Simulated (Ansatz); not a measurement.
## In2S3 (Cc, No. 9, 10 atoms in the cell; start mp-673633; a measured phase of this formula has another space group)

Computed with LDA (PAW; Ansatz, a quantum-chemistry and plane-wave program).

Numerical settings: plane-wave cutoff 520 eV, 6×6×6 k mesh, Fermi–Dirac smearing 0.01 eV, scalar-relativistic PAW data made under PBE.

Cell (relaxed with PBEsol):

```yaml
crystal:
  lattice:
    - [3.41178, -5.88866, -0.00590]
    - [3.41178, 5.88866, -0.00590]
    - [-2.24914, 0.00000, 6.40736]
  atoms:
    - { symbol: In, position: [0.18603, 0.01837, 0.00216] }
    - { symbol: In, position: [0.01837, 0.18603, 0.50216] }
    - { symbol: In, position: [0.33140, 0.81640, 0.49803] }
    - { symbol: In, position: [0.81640, 0.33140, 0.99803] }
    - { symbol: S, position: [0.55177, 0.39580, 0.15019] }
    - { symbol: S, position: [0.39580, 0.55177, 0.65019] }
    - { symbol: S, position: [0.85128, 0.01362, 0.11274] }
    - { symbol: S, position: [0.01362, 0.85128, 0.61274] }
    - { symbol: S, position: [0.22292, 0.69852, 0.10821] }
    - { symbol: S, position: [0.69852, 0.22292, 0.60821] }
```

band gap: 0.93 eV

Note: cell and atoms aren't relaxed at this level (pressure -1.8 GPa).

Spin–orbit coupling is not included.

The computed numbers hold no vibrational or temperature effects.

A start named mp-… is a Materials Project structure, which need not be a measured phase.
